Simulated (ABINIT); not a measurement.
Band structure of GaGeTe2 (P-3m1, 8 atoms in the cell).

```
CELL_PARAMETERS angstrom
      4.22175     0.00000     0.00000
     -2.11088     3.65614     0.00000
      0.00000     0.00000    17.26808
ATOMIC_POSITIONS crystal
  Ga 0.33333 0.66667 0.32700
  Ga 0.66667 0.33333 0.67300
  Ge 0.66667 0.33333 0.82534
  Ge 0.33333 0.66667 0.17466
  Te 0.33333 0.66667 0.90134
  Te 0.66667 0.33333 0.09866
  Te 0.66667 0.33333 0.39997
  Te 0.33333 0.66667 0.60003
```

Method: PBEsol, PAW (JTH v2.0 PBE PAW, files made for PBE) (plane waves; ABINIT 10.0.3).

Settings: pseudos = [Ga.GGA_PBE-JTH.xml, Ge.GGA_PBE-JTH.xml, Te.GGA_PBE-JTH.xml]; ecut = 21 Ha; pawecutdg = 42 Ha; ixc = -116133; occopt = 7; tsmear = 0.136 eV; ngkpt = 5 5 1; nshiftk = 1; shiftk = 0 0 0; potentials = JTH v2.0 PBE PAW; kptopt = 1; nstep = 100; tolvrs1 = 1e-10.

The starting cell comes from a database of computed structures (which also holds hypothetical and non-ambient phases and stackings), without a prior relaxation at this level. Spin-orbit coupling is off. The potentials were made for another functional than the one used. The run gives no clean gap (levels at the Fermi energy touch, overlap or are partly filled at this smearing), which alone does not show that the compound is a metal.

These are the values that this program gave, and no reference: the one-centre exchange-correlation terms come from a truncated expansion.

Levels in eV from the Fermi level, bands 36 to 43:
| point | 36 | 37 | 38 | 39 | 40 | 41 | 42 | 43 |
|---|---|---|---|---|---|---|---|---|
| Γ | -1.41 | -1.41 | -1.14 | -0.74 | -0.32 | 0.32 | 0.71 | 1.37 |
| M | -2.55 | -2.50 | -2.40 | -1.09 | -0.29 | 0.35 | 0.46 | 1.94 |
| K | -2.99 | -2.46 | -2.46 | 0.28 | 0.28 | 0.37 | 1.13 | 2.32 |
| A | -1.56 | -1.41 | -1.41 | -0.43 | -0.35 | 0.32 | 0.67 | 1.37 |
| L | -2.71 | -2.53 | -2.51 | -0.69 | -0.61 | 0.24 | 0.61 | 1.77 |
| H | -3.20 | -2.30 | -2.30 | 0.18 | 0.18 | 0.51 | 0.85 | 2.54 |

Bands cross the Fermi level along this path, so the cell is metallic at this level.
